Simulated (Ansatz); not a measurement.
We consider MgB₆ (model structure, R3m, No. 160, 7 atoms in the cell), described by LDA (PAW; Ansatz, a quantum-chemistry and plane-wave program).

Run with plane-wave cutoff 520 eV, 14×14×14 k mesh, Fermi–Dirac smearing 0.05 eV, scalar-relativistic PAW data made under PBE.

Cell (relaxed at this level):

Space group R3m, hexagonal axes (No. 160); a = b = 5.516 Å, c = 7.722 Å, α = β = 90.00°, γ = 120.00°

| atom | site | symmetry | x | y | z |
|---|---|---|---|---|---|
| Mg | 3a | 3m | 0.0000 | 0.0000 | 0.1038 |
| B | 9b | .m | 0.1049 | 0.2097 | 0.3977 |
| B | 9b | .m | 0.2065 | 0.1032 | 0.5818 |
(The calculation used a cell of 7 atoms; values per cell refer to that cell.)

### Question
Predict the band gap, Γ–Γ gap and bulk modulus.

### Answer

- band gap: 1.18 eV (on the SCF k mesh)
- Γ–Γ gap: 2.61 eV
- bulk modulus: 134 GPa

Note: the bulk modulus is −V dP/dV from two relaxed cells at ±2 % in volume; the relaxation could raise the start's symmetry but not lower it, so the cell can be a saddle point.

The computed numbers hold no vibrational or temperature effects.

It cost roughly 8 core-minutes of CPU time.

A model structure was made by putting elements into a prototype or built by hand; it is no filed structure, need not be a known phase, and can be a saddle point held by its symmetry.
